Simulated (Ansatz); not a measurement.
Results of LDA (Ansatz, a quantum-chemistry and plane-wave program, plane waves, PAW) for LaN (P4/nmm, No. 129, 4 atoms in the cell; start mp-1018049; a measured phase of this formula has another space group).

Run with plane-wave cutoff 520 eV, 8×8×10 k mesh (along the axes of the cell as run), Fermi–Dirac smearing 0.01 eV, scalar-relativistic PAW data made under PBE.

Cell (relaxed at this level):

```cif
data_La2N2
_chemical_formula_sum 'La2 N2'
_space_group_name_H-M_alt 'P 1'
_space_group_IT_number 1
_cell_length_a 4.35158
_cell_length_b 4.35158
_cell_length_c 3.54645
_cell_angle_alpha 90.000
_cell_angle_beta 90.000
_cell_angle_gamma 90.000
loop_
_space_group_symop_operation_xyz
  'x, y, z'
loop_
_atom_site_label
_atom_site_type_symbol
_atom_site_fract_x
_atom_site_fract_y
_atom_site_fract_z
_atom_site_occupancy
La1 La 0.50000 0.00000 0.28522 1
La2 La 0.00000 0.50000 0.71478 1
N1 N 0.50000 0.50000 0.00000 1
N2 N 0.00000 0.00000 0.00000 1
```

Q: What does this level give for the band gap and smallest direct gap on the k points sampled?

A: 
* **band gap**: 1.19 eV
* **smallest direct gap on the k points sampled**: 1.46 eV

Spin–orbit coupling is not included.

The computed numbers hold no vibrational or temperature effects.

It cost roughly 16 core-seconds of CPU time.

A start named mp-… is a Materials Project structure, which need not be a measured phase.
